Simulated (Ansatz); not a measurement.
Reference: SrTiO3 (Pm-3m), PBEsol with spin-orbit coupling, rigid bands (plane waves, PAW; Ansatz, an electronic-structure program); axes and stresses refer to this cell.

```
CELL_PARAMETERS angstrom
      3.89113     0.00000     0.00000
      0.00000     3.89113     0.00000
      0.00000     0.00000     3.89113
ATOMIC_POSITIONS crystal
  Sr 0.00000 0.00000 0.00000
  Ti 0.50000 0.50000 0.50000
  O  0.50000 0.00000 0.50000
  O  0.00000 0.50000 0.50000
  O  0.50000 0.50000 0.00000
```

The hole conductivity mass is 1.86 mₑ. The electron conductivity mass comes out as 0.65 mₑ and the band gap is 1.84 eV.

Question: Change: biaxial stress xx = yy = -1 GPa (compression positive). What happens to hole conductivity mass, electron conductivity mass, band gap?

Answer: hole conductivity mass moves little, to 1.83 mₑ; electron conductivity mass moves little, to 0.65 mₑ; band gap moves little, to 1.82 eV.

Question: Change: biaxial stress xx = yy = 2 GPa (compression positive). What happens to hole conductivity mass, electron conductivity mass, band gap?

Answer: hole conductivity mass moves little, to 1.82 mₑ; electron conductivity mass moves little, to 0.65 mₑ; band gap moves little, to 1.84 eV.

Question: Change: hydrostatic pressure 10 GPa. What happens to hole conductivity mass, electron conductivity mass, band gap?

Answer: hole conductivity mass shrinks to 1.79 mₑ; electron conductivity mass decreases to 0.62 mₑ; band gap grows to 1.92 eV.

Question: Change: hydrostatic pressure 5 GPa. What happens to hole conductivity mass, electron conductivity mass, band gap?

Answer: hole conductivity mass moves little, to 1.82 mₑ; electron conductivity mass moves little, to 0.63 mₑ; band gap moves little, to 1.88 eV.

Question: Change: uniaxial stress along [111] of -2 GPa (compression positive). What happens to hole conductivity mass, electron conductivity mass, band gap?

Answer: hole conductivity mass moves little, to 1.87 mₑ; electron conductivity mass moves little, to 0.67 mₑ; band gap moves little, to 1.82 eV.

Question: Change: uniaxial stress zz = 1 GPa (compression positive). What happens to hole conductivity mass, electron conductivity mass, band gap?

Answer: hole conductivity mass moves little, to 1.83 mₑ; electron conductivity mass moves little, to 0.65 mₑ; band gap moves little, to 1.83 eV.

Masses are for dilute carriers at 300 K, harmonic means over directions unless an axis is named. Stresses and pressures are the targets of the relaxation.  The structure type is held under load, also where the real crystal would transform.
